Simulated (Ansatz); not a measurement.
The reference is ZnGeP₂ in the chalcopyrite structure (space group I-42d, No. 122; a = 5.3740 Å, c = 10.6255 Å). Axes: x, y, z lie along a, b, c of the conventional cell.

Computed with plane-wave PAW DFT at the LDA level (Ansatz, a program for electronic structure, 420 eV), no SOC.

For the base:

| Item | Value |
|---|---|
| Band gap | 1.00 eV |
| Pressure | -0.01 GPa |
| Smallest direct gap | 1.18 eV |
| Hole mass | 0.099 mₑ along c, 0.32 mₑ across (at Γ) |

Perturbation: the cell is stretched by 0.75 % along x with no lateral relaxation; the atoms relax in the strained cell.

Task: How does this affect the energy relative to the base, band gap, pressure, smallest direct gap and hole mass?

Result: The energy increases by 0.5 meV/atom; the band gap decreases by 0.018 eV (1.00 eV → 0.99 eV); the pressure (mean of the normal stresses, compression positive) shrinks by 0.65 GPa, from -0.01 GPa to -0.66 GPa; the smallest direct gap falls by 0.014 eV, from 1.18 eV to 1.16 eV; the hole mass goes from 0.099 mₑ along c, 0.32 mₑ across (at Γ) to 0.096 mₑ along z, 0.32 mₑ across (at Γ).

Effective masses come from finite differences of ±0.01 Å⁻¹. Gaps are read on the SCF mesh and a high-symmetry path. Whether these cells are dynamically stable was not tested.
